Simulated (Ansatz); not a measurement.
Rh under a change: uniaxial stress, 2 GPa compression along z

Consider Rh in the fcc (Cu type) structure (space group Fm-3m, No. 225; a = 3.8016 Å; relaxed with 0.1 eV smearing). Axes: x, y, z lie along the cube axes.

The change: uniaxial stress, 2 GPa compression along z; all other stress components relax to zero.

Computed with plane-wave PAW DFT at the r2SCAN level (Ansatz, a program for electronic structure, 500 eV), without spin-orbit coupling, earlier PAW set. Settings: 30×30×30 k-points, 0.1 eV Fermi–Dirac smearing.

The volume per atom falls by 0.032 Å³, from 13.74 Å³ to 13.70 Å³ and the shortest interatomic distance falls by 0.006 Å (2.688 Å → 2.682 Å). The energy goes up by 0.5 meV/atom and the band gap is still zero. The strain response (xx, yy, zz) is (+0.20, +0.20, −0.62) % and the secant Young's modulus along z is 320 GPa. The mean lateral Poisson ratio comes out as 0.31.

Beyond what the load breaks, stability against distortions was not tested. All final runs are without spin polarisation.
